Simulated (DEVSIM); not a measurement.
Structure: illuminated In0.53Ga0.47As p-on-n cell, one wavelength, at 300 K.

Layer 1 from the left is In0.53Ga0.47As, thickness (μm) 0.770, Na (cm⁻³) 6.6e17, τn (s) 1.2e-9, τp (s) 9e-9, absorption coefficient (cm⁻¹) 13000. Layer 2 from the left is In0.53Ga0.47As, thickness (μm) 1.20, Nd (cm⁻³) 5.4e15, τn (s) 2.9e-8, τp (s) 2.9e-8, absorption coefficient (cm⁻¹) 13000.

Left contact: ohmic, minority electron recombination velocity 1000 cm/s. Right contact: ohmic, minority hole recombination velocity 200 cm/s. Voltage is applied to the left contact. Recombination: SRH at mid-gap, radiative, Auger. Light enters at the left, 3.9e17 photons cm⁻² s⁻¹, one pass, no reflection. Mobility is constant in doping.

This is a model device: material constants are rounded textbook-type values typed into the input, and sizes, dopings and lifetimes were drawn at random. Values at 300 K.

In0.53Ga0.47As: gap (eV) 0.74, affinity (eV) 4.51, permittivity 13.9, Nc (cm⁻³) 2.1e17, Nv (cm⁻³) 7.7e18, μn (cm²/Vs) 12000, μp (cm²/Vs) 300, B (cm³/s) 9.6e-11, Cn (cm⁶/s) 5e-29, Cp (cm⁶/s) 5e-29.

Simulated with DEVSIM: 1D drift-diffusion, Boltzmann statistics, complete ionisation; no tunnelling, impact ionisation, image-force lowering or self-heating.

What does the simulation give for the fill factor?

fill factor 0.71.
